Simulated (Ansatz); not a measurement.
An Ansatz (an electronic-structure program) input (plane-wave PAW DFT at the PBEsol level (Ansatz, 420 eV), spin-orbit coupling left out):

Ansatz 0.2 input:
```yaml
crystal:
  lattice:
    - [0, 2.5910008903, 2.5910008903]
    - [2.5910008903, 0, 2.5910008903]
    - [2.5910008903, 2.5910008903, 0]
  atoms:
    - { symbol: Mg, position: [0, 0, 0] }
    - { symbol: S, position: [0.5, 0.5, 0.5] }
basis: { ecutwfc: 420, ecutrho_ratio: 4, xc_grid: 2, fft_grid_basis: typed }
kpoints: { mp_grid: { grid: [11, 11, 11] } }
hamiltonian:
  xc: pbesol
  dispersion: none
  pseudopotentials: { kind: paw }
scf: { occupations: { method: fermi_dirac, width: 0.05 }, convergence: { dr2_threshold: 0.0000000002 } }
output: { forces: true, stress: true }
checkpoint: { write: state.ck, write_every: 1000 }
```

### Question
Which symmetry and how many k-points will the program report, and about how many plane waves at Γ?

### Answer
Space group Fm-3m (ITA 225) with 48 operations, k-points 56 of 1331, and 645 plane waves at Γ.

No phonon test of stability was made. The cell is MgS in the rock salt structure (space group Fm-3m, No. 225).
